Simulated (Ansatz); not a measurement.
Rock-salt LaS was calculated with HSE06 (Ansatz, an electronic-structure program, plane waves, PAW).

Settings: plane-wave cutoff 460 eV, 8×8×8 k mesh, Fermi–Dirac smearing 0.05 eV, scalar-relativistic PAW data made under PBE.

Energies at three volumes about the minimum:

| V (Å³/atom) | E − E_lowest (meV/atom) |
|---|---|
| 24.524 | 3.85 |
| 24.950 | 0.00 |
| 25.782 | 3.88 |

Question: Fit a parabola by hand: where is the minimum, what lattice constant follows, and what is the bulk modulus?

Answer: Slopes: (0.00 − 3.85)/(24.950 − 24.524) = -9.038 and (3.88 − 0.00)/(25.782 − 24.950) = 4.663 meV/Å³. Curvature E″ = 2 × (4.663 − (-9.038))/(25.782 − 24.524) = 21.782 meV/Å⁶. From the middle of the first interval, the slope vanishes at V0 = 24.7370 − (-9.038)/21.782 = 25.152 Å³/atom. B = V0 E″ = 25.152 × 21.782 meV/Å³ × 0.1602 GPa per meV/Å³ = 87.8 GPa. With 8 atoms in the cube, a = (8 × 25.152)^(1/3) = 5.860 Å. The full Birch–Murnaghan fit to all volumes gives V0 = 25.137 Å³/atom and B0 = 86.7 GPa.

Note: the relaxation could not lower the start's symmetry, so the cell can be a saddle point above a distorted one.
